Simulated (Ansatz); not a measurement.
Take ZrB$_{2}$ (space group P6/mmm, No. 191; a = 3.155 Å, c = 3.506 Å; relaxed with 0.1 eV smearing) as the base. Axes: x lies along a and z along c of the hexagonal cell.

The values are results of PBEsol (Ansatz, an electronic-structure program), no spin-orbit coupling, not measurements.

The change: uniaxial strain ε_zz = −2.50 %, all other strain components held at zero; the atoms relax in the strained cell.

### Question
Predict the stress tensor and what it implies for the stiffness.

### Answer
Stress of the strained cell less that of the base (GPa, compression positive):
```
    3.5     0.0     0.0
    0.0     3.5     0.0
    0.0     0.0    12.1
```

Then −Δσ_ii/ε with ε = -0.0250 gives secant stiffness values (nonlinear terms included at this strain): C33 ≈ 484 GPa, C13 ≈ 142 GPa and C23 ≈ 142 GPa.

As a check, the harmonic strain energy −½ V₀ Δσ:ε is 9.5 meV/atom; the computed energy rise is 9.3 meV/atom.

Whether these cells are dynamically stable was not tested. All final runs are without spin polarisation.
